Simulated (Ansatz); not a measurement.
Input and output of a self-consistent single point for a (001) slab of TiCd (cut from a parent of space group no. 129; 4 atoms in the cell) (Ansatz, a first-principles code).

Method: PBEsol, default PAW files made with PBE (plane waves; Ansatz).

The change in words: vacuum of 6 angstrom (first run: 14 Å); efield.axis: default → 3; efield.dipole_correction: default → true. Reference geometry:
```
CELL_PARAMETERS angstrom
      2.90254     0.00000     0.00000
      0.00000     2.90254     0.00000
      0.00000     0.00000    20.64351
ATOMIC_POSITIONS crystal
  Ti 0.00000 0.50000 0.45229
  Ti 0.50000 0.00000 0.54772
  Cd 0.00000 0.50000 0.66091
  Cd 0.50000 0.00000 0.33909
```

Reference input (self-consistent single point, DFT, PBEsol, plane waves, default PAW files made with PBE): basis.ecutwfc = 420 eV; kpoints.mp_grid.grid = 10 10 1; hamiltonian.xc = pbesol; hamiltonian.pseudopotentials = {kind: paw} (the program's default PAW files); scf.occupations.method = fermi_dirac; scf.occupations.width = 0.1 eV. This run's input differs from it in these lines:

Ansatz 0.2 input:
```diff
@@ -4,8 +4,8 @@
     - [0.000000, 2.902540, 0.000000]
-    - [0.000000, 0.000000, 20.643512]
+    - [0.000000, 0.000000, 12.643495]
   atoms:
-    - { symbol: Ti, position: [0.000000, 0.500000, 0.452288] }
-    - { symbol: Ti, position: [0.500000, 0.000000, 0.547718] }
-    - { symbol: Cd, position: [0.000000, 0.500000, 0.660910] }
-    - { symbol: Cd, position: [0.500000, 0.000000, 0.339090] }
+    - { symbol: Ti, position: [0.000000, 0.500000, 0.422099] }
+    - { symbol: Ti, position: [0.500000, 0.000000, 0.577911] }
+    - { symbol: Cd, position: [0.000000, 0.500000, 0.762724] }
+    - { symbol: Cd, position: [0.500000, 0.000000, 0.237276] }
 basis:
@@ -17,2 +17,5 @@
   pseudopotentials: { kind: paw }
+efield:
+  axis: 3
+  dipole_correction: true
 scf:
@@ -22,3 +25,2 @@
   eigenvalues: true
-  stress: true
```

The program printed (abridged):

```
SCF iter   1: F=—  HF=-21315.252940 eV  |F-HF|=—  |Δ(HF+E_count)|=         —  Δρ=8.33e-3  dr2=1.84e-1  ethr=1.77e-3  p=0.000 e·Å  D=3.59e-6 V/Å  ΔV_dip=-0.00 eV  dr2_dipole=4.31e-7  V_vac-E_F(+/−)=3.18/3.48 eV  ⟨swp⟩=5.5  Hψ=2804  notcnv=0
all-band conjugate gradients solve this SCF's bands
efield: sawtooth ramp at fractional position 0.9500 (placed from the atoms, in the widest stretch of the axis that holds none …
   [... lines left out ...]
WARN: efield: at this solve's end the planar-averaged density reaches 3.98e-2 e/Å³ inside the ramp window [0.8709, 0.1291] (bound 1e-5 e/Å³) …
SCF 1 converged in 9 iterations: F = -21315.227055 eV  dr2 = 2.49e-8
Free energy (F): -21315.227055 eV
Internal energy: -21315.066242 eV  (E = F + TS)
E sigma→0 (E₀):  -21315.146648 eV
Entropy (-TS):   -0.160813 eV (-40.203 meV/atom)
Fermi energy:    9.019504 eV
Dipole field:    D = 0.000022 V/Å  (p = 0.000013 e·Å, saw-weighted, corrected)
Work function:   Φ+ = withheld (plateau slope 5.1e0 eV/Å)   Φ− = withheld (plateau slope 3.7e0 eV/Å)
Levels:          The Fermi level and band energies are counted from a zero that moves with the ramp; work functions are not
Vacuum region:   at the solve's end the planar-averaged density reaches 3.98e-2 e/Å³ inside the ramp window [0.8709, 0.1291] (bound 1e-5 e/Å³)
--- Forces (eV/Å), atoms counted from 1 ---
  atom   1  Ti     0.00000000    -0.00000000     0.09718540
  atom   2  Ti    -0.00000000     0.00000000    -0.09736712
  atom   3  Cd    -0.00000000     0.00000000    -0.29253618
  atom   4  Cd     0.00000000     0.00000000     0.29270595
```

The run converged in 9 iterations. Against the reference run the free energy drops by 1.2 meV/atom and the largest force goes from 0.325 to 0.293 eV/Å.

The starting cell comes from a database of computed structures (which also holds hypothetical and non-ambient phases and stackings), without a prior relaxation at this level. The slab is cut from that crystal, and its faces are unrelaxed. Its lattice was rescaled by up to half a per cent. Spin polarisation is off.
